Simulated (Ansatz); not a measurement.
The reference is Cu3SbS4 (space group I-42m, No. 121; a = 5.3398 Å, c = 10.6351 Å). Axes: x, y, z lie along a, b, c of the conventional cell.

All numbers come from plane-wave PAW DFT at the PBEsol level (Ansatz, a first-principles code, 420 eV), spin-orbit coupling left out.

Strains are applied to the cell and any free atomic positions relax.

One change was made to it. Results:

```tsv
quantity	base	after
pressure (mean of the normal stresses, compression positive)	0.0 GPa	1.9 GPa
energy relative to the base (free energy F)	0 meV/atom	+3.2 meV/atom
band gap	zero	zero
```

**Question.** What was done to the base?
A. uniaxial strain ε_zz = −3.00 %
B. uniaxial strain ε_zz = −0.75 %
C. uniaxial strain ε_zz = −2.25 %
D. uniaxial strain ε_zz = −1.50 %

**Answer.** C, uniaxial strain ε_zz = −2.25 %. For comparison, the energy relative to the base in the other runs: uniaxial strain ε_zz = −1.50 % gives +1.4 meV/atom; uniaxial strain ε_zz = −3.00 % gives +5.7 meV/atom; uniaxial strain ε_zz = −0.75 % gives +0.3 meV/atom.

Without a gap, meshes like the base's 12×12×12 leave anisotropic stresses uncertain by several tenths of a GPa, and small strain energies with them. Spin-orbit coupling, missing from the scalar runs, can matter with Sb. No phonon test of stability was made. The final runs are not spin-polarised. The zero or small gap of Cu3SbS4 can change with the level of theory.
